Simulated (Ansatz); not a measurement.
Take FeO in the rock salt structure (space group Fm-3m, No. 225; a = 4.2659 Å; ferromagnetic; relaxed with 0.1 eV smearing) as the base. Axes: x, y, z lie along the cube axes.

Level of theory: plane-wave PAW DFT at the r2SCAN level (Ansatz, an electronic-structure program, 500 eV), without spin-orbit coupling.

For the base:

The band gap is zero. The largest site moment is 3.51 μB.

The change: a pure shear with ε_yz = ε_zy = -0.0138; the atoms relax in the strained cell.

Problem. What happens to the energy relative to the base, band gap, stress and largest site moment?

Solution. The energy rises by 1.0 meV/atom; the band gap remains zero; the stress (xx, yy, zz, yz, xz, xy; compression positive) comes out as (-0.1, 0.1, 0.1, 1.1, 0.0, 0.0) GPa; the largest site moment remains 3.51 μB.

Stability against distortions was not tested. No Hubbard U is applied and the magnetic state is the run's own (FeO ferromagnetic); small cells can't hold the antiferromagnetic order that many such compounds have, so gaps and moments can be off. In its common phase, real FeO is an antiferromagnetic insulator at low temperature.
